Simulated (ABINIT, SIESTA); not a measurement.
A SIESTA input for a self-consistent single point of Pb (Fm-3m, 1 atom in the cell) (DFT, GGA PBE, numerical atomic orbitals DZP, PseudoDojo PBE standard norm-conserving potentials (rewritten from UPF to PSML)):

```
# files in the folder: Pb.psml (PseudoDojo PBE standard)
SystemName  Pb
SystemLabel siesta

NumberOfAtoms                1
NumberOfSpecies              1
%block ChemicalSpeciesLabel
  1 82 Pb
%endblock ChemicalSpeciesLabel
LatticeConstant              1.0 Ang
%block LatticeVectors
     0.000000000    2.523195000    2.523195000
     2.523195000    0.000000000    2.523195000
     2.523195000    2.523195000    0.000000000
%endblock LatticeVectors
AtomicCoordinatesFormat      Ang
%block AtomicCoordinatesAndAtomicSpecies
     0.000000000    0.000000000    0.000000000  1
%endblock AtomicCoordinatesAndAtomicSpecies

XC.functional                GGA
XC.authors                   PBE
PAO.BasisSize                DZP
PAO.EnergyShift              0.01 Ry
MeshCutoff                   350 Ry
%block kgrid.MonkhorstPack
   11   0   0  0.0
    0  11   0  0.0
    0   0  11  0.0
%endblock kgrid.MonkhorstPack
OccupationFunction           FD
ElectronicTemperature        0.05 eV

MaxSCFIterations             150
SCF.Mixer.Method             Pulay
SCF.Mixer.Weight             0.1
SCF.Mixer.History            8
SCF.DM.Tolerance             1.0E-04
Diag.ParallelOverK           true
WriteForces                  true
Charge.Mulliken              end
```

Q: Translate this input to ABINIT.

A: One input that does it (others would too):

```
# Pb, PseudoDojo nc-sr-05 PBE standard
pp_dirpath "./"
pseudos "Pb.upf"
acell 3.5683365895 3.5683365895 3.5683365895 Angstrom
rprim
         0.0000000000    0.7071067812    0.7071067812
         0.7071067812   -0.0000000000    0.7071067812
         0.7071067812    0.7071067812    0.0000000000
natom 1
ntypat 1
znucl 82
typat 1
xcart
         0.0000000000    0.0000000000    0.0000000000
      Angstrom
ecut 31
ixc 11
occopt 3
tsmear 0.05 eV
nband 12
kptopt 1
ngkpt 11 11 11
nshiftk 1
shiftk 0 0 0
nstep 60
tolvrs 1.0e-11
prtwf 0
prtden 0
enunit 1
```

Basis, cutoffs, solver keys and any potentials are the target program's own. This input uses DFT, PBE, plane waves, norm-conserving pseudopotentials (PseudoDojo nc-sr-05 PBE standard). Both were run: pressure 0.24 GPa in SIESTA and -0.45 in ABINIT.

On ABINIT: the starting cell comes from a database of computed structures (which also holds hypothetical and non-ambient phases and stackings), without a prior relaxation at this level. Its lattice was rescaled by a random factor within 2.5 % of one.

On SIESTA: the starting cell comes from a database of computed structures (which also holds hypothetical and non-ambient phases and stackings), without a prior relaxation at this level. Its lattice was rescaled by a random factor within 2.5 % of one. Values carry the incompleteness of an atom-centred basis.
